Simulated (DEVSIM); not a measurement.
System: abrupt Si n-p junction, at 300 K.

```csv
layer (left to right),material,thickness (μm),Nd (cm⁻³),Na (cm⁻³),τn (s),τp (s)
1,Si,1.20,3.4e17,-,1.3e-7,1.3e-7
2,Si,25.0,-,9.7e17,1.3e-7,1.3e-7
```

Left contact: ohmic. Right contact: ohmic. Voltage is applied to the left contact. Recombination: SRH at mid-gap. Mobility is μmin + (μ − μmin)/(1 + (N/Nref)^α).

Constants are typed, rounded textbook-type inputs, not results; the design itself was drawn at random and stands for no fabricated device. Values at 300 K.

```
parameter           Si
-------------  -------
gap (eV)         1.124
affinity (eV)     4.05
permittivity      11.7
Nc (cm⁻³)      2.86e19
Nv (cm⁻³)       3.1e19
μn (cm²/Vs)       1417
μp (cm²/Vs)        470
μn,min              52
μp,min              45
Nref,n          9.7e16
Nref,p          2.2e17
αn                0.68
αp                0.72
```

DEVSIM, 1D drift-diffusion, Boltzmann statistics, complete ionisation; no tunnelling, impact ionisation, image-force lowering or self-heating.

The doping Na of layer 2 was swept, all else fixed.

```tsv
doping Na of layer 2 (cm^-3)	dark forward voltage at 1 A/cm² (V)	potential step across the device at zero bias (V)	dark forward voltage at 100 A/cm² (V)	largest field in the device at zero bias (V/cm)
2.9e16	0.649	0.829	0.810	81000
9.7e16	0.672	0.860	0.822	140000
2.9e17	0.683	0.889	0.824	200000
9.7e17	0.687	0.920	0.819	___
2.9e18	0.688	0.948	0.815	290000
9.7e18	0.688	0.979	0.811	320000
```

Q: What belongs in the gaps?

A: 
- 9.7e17, largest field in the device at zero bias (V/cm): 260000
